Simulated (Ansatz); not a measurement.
**ZrB2: response to strain**

The parent structure is ZrB$_{2}$ (space group P6/mmm, No. 191; relaxed with 0.1 eV smearing).

```yaml
crystal:
  lattice:
    - [3.15522, 0.00000, 0.00000]
    - [-1.57761, 2.73250, 0.00000]
    - [0.00000, 0.00000, 3.50621]
  atoms:
    - { symbol: Zr, position: [0.00000, 0.00000, 0.00000] }
    - { symbol: B, position: [0.66667, 0.33333, 0.50000] }
    - { symbol: B, position: [0.33333, 0.66667, 0.50000] }
```

Cartesian axes are those of the cell as printed.

Strains are applied to the cell and any free atomic positions relax.

The values are results of PBEsol (Ansatz, a first-principles code, PAW, no spin-orbit coupling), not measurements.

Notes on the quantities. energy relative to the base: free energy F.

```tsv
uniaxial strain ε_xx (%)	energy relative to the base (meV/atom)
-3	17.7
-2.5	12.1
-2	7.7
-1.5	4.3
-1	?
-0.5	0.5
0	0.0
```

Problem. Fit ΔE = Aε² + Bε³ (ε in %) to the rows shown and predict the withheld row.

Solution. Least squares on the printed values gives A = 1.84 and B = -0.042 meV/atom (largest residual 0.0 meV/atom); this predicts 1.9 meV/atom, and the run gives 1.9 meV/atom, in agreement.

Stability against distortions was not tested. The final runs are not spin-polarised.
